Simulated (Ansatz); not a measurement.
**How the equilibrium lattice constant a of SiSn (model structure, started from the h-BN type, P6₃/mmc, No. 194, 4 atoms in the cell) moves with the method**

No measured value is used here.

```csv
level (code),value (Å)
PBE (Ansatz),___
PBEsol (Ansatz),4.661
PBE-D3(BJ) (Ansatz),4.659
```

Complete the blanks.


- PBE (Ansatz, a quantum-chemistry and plane-wave program), value (Å): 4.721

Ansatz's density-functional and Hartree–Fock values are scalar-relativistic unless marked +SOC, with PAW data made under PBE.

A model structure was made by putting elements into a prototype or built by hand; it is no filed structure, need not be a known phase, and can be a saddle point held by its symmetry.
